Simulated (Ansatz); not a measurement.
Cost and result by functional for the surface energy of the (110) surface of fcc Ir in its 1x1 cell (the real clean face reconstructs), outermost plane spacing 1.37 Å in the ideal cut, in Ansatz (plane waves, PAW). Single points on the PBE structure, on one kind of machine; costs are rough ratios of the slab run's core time (references not counted) to the cheapest single point. r2SCAN's cost holds its higher cutoff (500 against 420 eV). Differences are taken against r2SCAN for comparison alone: no measured value is at hand, so the table doesn't rank accuracy.

Slab: 8 atoms, 9.6 Å thick at the start (thin: gaps and levels are the slab's own); k 14x10x1, smearing 0.1 eV, dipole-corrected; all atoms relaxed; start symmetry kept, larger cells not searched; no spin, no spin-orbit, no U. These notes are the PBE run's.

```csv
functional,relative cost,surface energy (J/m²),less r2SCAN (J/m²)
PBEsol,1,3.31,0.20
LDA,1,3.48,0.37
RPBE,1,2.61,-0.50
r2SCAN,2,3.11,0.00
PBE (the relaxed run's value),–,2.86,-0.25
```

The values span 0.87 J/m², while the single points' costs differ by a factor of roughly 2. Differences are of unrounded values.

Ansatz is an electronic-structure program.
